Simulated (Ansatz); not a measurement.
How far PBE and r2SCAN part for TaAs, Lu on a Ta site

Consider a 16-atom supercell of TaAs (space group I4_1md, No. 109; a = 3.463 Å, c = 11.733 Å) at its relaxed geometry.

(Cell as relaxed with PBE.)

Levels (all Ansatz, an electronic-structure program, PAW): PBE (420 eV, no SOC); r2SCAN (500 eV, spin-orbit coupling left out).

Each level relaxes its own structure.

It is then changed as follows: a neutral Lu on a Ta site, atoms relaxed at fixed cell, starting from a slightly rattled geometry.

| quantity | PBE | r2SCAN |
|---|---|---|
| pressure | 5.3 GPa | … |
| largest displacement of a host atom from its site in the perfect cell | 0.07 Å | … |

**Question.** What does r2SCAN give?

**Answer.** 
- pressure, r2SCAN: 5.7 GPa
- largest displacement of a host atom from its site in the perfect cell, r2SCAN: 0.07 Å

PBE's pressure lies 0.46 GPa below r2SCAN's; the two agree on the largest displacement of a host atom from its site in the perfect cell. Neither level is exact; r2SCAN is the comparison here, not a measurement.

The cell is small, so the values are those of an ordered compound at a high defect concentration; dilute-limit values will differ. All final runs are without spin polarisation.
